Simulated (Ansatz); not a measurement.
The reference is ZnS in the zinc blende structure (space group F-43m, No. 216; a = 5.390 Å). Axes: x, y, z lie along the cube axes.

It is then changed as follows: the cell is compressed by 0.38 % along x with no lateral relaxation; the atoms relax in the strained cell.

Levels (all Ansatz, a quantum-chemistry and plane-wave program, PAW, earlier PAW set): r2SCAN (500 eV, spin-orbit coupling left out); HSE06 (420 eV, without spin-orbit coupling); HSE06+SOC (420 eV, noncollinear with spin-orbit coupling).

One geometry, relaxed with r2SCAN, under each level:

The valence-band top lists the three highest levels at Γ (Kramers pairs under SOC), from the VBM.

| level | band gap | lowest conduction level above the VBM at special points | valence-band top at Γ |
|---|---|---|---|
| r2SCAN | 2.71 eV | Γ 2.71 eV; M 3.68 eV; X 3.70 eV | 0.00, -0.01, -0.01 eV |
| HSE06 | ? | ? | – |
| HSE06+SOC | ? | ? | ? |

### Question
Give the withheld HSE06 and HSE06+SOC results.

### Answer

- HSE06, band gap: 3.38 eV
- HSE06, lowest conduction level above the VBM at special points: Γ 3.38 eV; M 4.34 eV; X 4.36 eV
- HSE06+SOC, band gap: 3.35 eV
- HSE06+SOC, lowest conduction level above the VBM at special points: Γ 3.35 eV; M 4.31 eV; X 4.33 eV
- HSE06+SOC, valence-band top at Γ: 0.00, -0.01, -0.08 eV

Single points use the geometry relaxed with r2SCAN. The spin-orbit shifts are approximate. Whether these cells are dynamically stable was not tested. k-point labels follow each cell's own Brillouin zone.
